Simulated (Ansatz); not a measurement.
Levels about the gap of amorphous Si20B10N30Hf (61 atoms in a cell of 780 Å³, 2.70 g/cm³; zone centre alone, so wide bands show as single levels with stretches between that a denser mesh fills), at the geometry that PBE relaxed, where it gives 1.3 GPa on a denser mesh. The participation number counts the atoms over which a state spreads; weights are charges in smoothed Voronoi cells. The levels come from a single point, so bond lengths are those of that geometry. Method of the levels: PBE, scalar-relativistic without spin-orbit coupling (Ansatz, a first-principles code). Sampling: the zone centre alone; Fermi-Dirac width 0.02 eV; no spin polarisation. The usual formal charges leave 24 electrons over, so the level spacing at the Fermi energy parts defect or band states and needn't be the band gap.

A CHGNet melt-quench gave the starting glass, which DFT then relaxed. N atoms were pushed apart under 1.9 Å during the dynamics, to hinder bonds among them. The hot cell started wider than the set density and was brought back towards it in steps. It is the lowest in DFT energy of 2 quenches. It is a model cell: composition and starting density were chosen by hand, and all elements were melted together. No dispersion term was used. Its density started from a set value of 2.70 and ended at 2.70 g/cm³. The simulated quench (nominally 760 K/ps over its main leg) is rapid and tends to freeze in more defects than a deposited or slowly cooled glass has. A cell of this size samples the disorder only roughly. The volume was held where the preparation left it and the shape relaxed, at a PBE pressure of 1.3 GPa. Stress components on the final sampling reach 1.3 GPa. On a 2×2×2 Γ-centred mesh force components of up to 0.29 eV/Å stay, since the relaxation ran on the zone centre alone.

| E - E(highest filled), eV | filling | participation number | largest on | weight N | weight Si | weight B | weight Hf |
|---|---|---|---|---|---|---|---|
| -1.46 | filled | 18.6 | N, 3 neighbours | 0.72 | 0.15 | 0.11 | 0.02 |
| -1.37 | filled | 20.2 | N, 3 neighbours | 0.67 | 0.23 | 0.09 | 0.01 |
| -1.03 | filled | 16.1 | N, 3 neighbours | 0.60 | 0.28 | 0.12 | 0.01 |
| -0.81 | filled | 14.6 | Si, 2 neighbours | 0.43 | 0.48 | 0.09 | 0.00 |
| -0.70 | filled | 17.6 | Si, 3 neighbours | 0.45 | 0.44 | 0.06 | 0.05 |
| -0.41 | filled | 15.7 | B, 4 neighbours | 0.35 | 0.42 | 0.19 | 0.04 |
| 0.00 | filled | 14.3 | Si, 2 neighbours | 0.42 | 0.44 | 0.13 | 0.01 |
| 0.65 | empty | 12.0 | Si, 3 neighbours | 0.29 | 0.57 | 0.07 | 0.07 |
| 1.35 | empty | 9.2 | Si, 2 neighbours | 0.26 | 0.60 | 0.13 | 0.01 |
| 1.56 | empty | 17.5 | Si, 3 neighbours | 0.27 | 0.48 | 0.16 | 0.09 |
| 1.66 | empty | 12.4 | Hf, 4 neighbours | 0.30 | 0.36 | 0.11 | 0.22 |
| 1.81 | empty | 20.4 | Si, 3 neighbours | 0.31 | 0.48 | 0.17 | 0.03 |
| 2.00 | empty | 18.8 | Hf, 4 neighbours | 0.33 | 0.34 | 0.14 | 0.19 |
| 2.28 | empty | 27.9 | B, 3 neighbours | 0.33 | 0.30 | 0.33 | 0.04 |

Most localised among these is the empty level at +1.35 eV, on a Si atom, which has 2 neighbours (N 1.87 Å, N 1.87 Å).
